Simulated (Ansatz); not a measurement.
Where the default PAW files enter, the runs use the earlier of Ansatz's two default sets.

Consider the following.

```
CELL_PARAMETERS angstrom
      4.99740     0.00000     0.00000
     -2.49870     4.32788     0.00000
      2.49870     1.44263     4.48355
ATOMIC_POSITIONS crystal
  Ga 0.28882 0.14441 0.56677
  Ga 0.71118 0.85559 0.43323
  Ga 0.71118 0.35559 0.93323
  Ga 0.28882 0.64441 0.06677
  O  0.80316 0.55316 0.25000
  O  0.19684 0.44684 0.75000
  O  0.19684 0.25000 0.25000
  O  0.80316 0.75000 0.75000
  O  0.50000 0.94684 0.25000
  O  0.50000 0.05316 0.75000
```

Space group of this cell: R-3c, corundum. The cell is taken as given; by r2SCAN its mean pressure is -1.4 GPa.

Level of theory: r2SCAN (plane waves, PAW; Ansatz, an electronic-structure program).

The current runs along the normal of the first two printed vectors; no spin-orbit coupling. Scaled by the factor s: the length along the current (ions clamped). Meshes 8×8×8 and 12×12 across the current in all rows.

```csv
s,mean pressure (GPa),band gap (eV)
0.97,5.5,3.78
1.00,-1.4,3.51
1.03,-7.2,?
```

### Question
Take the slope of the band gap against ln s from the two given rows, extrapolate to s = 1.03, and say what the run there gives.

### Answer
Slope = (3.78 − 3.51) / ln 0.97 = -8.86 eV. The line gives 3.51 + (-8.86) × ln 1.03 = 3.25 eV. The run gives 3.17 eV, 0.08 eV under the line, 30 % of the predicted step.
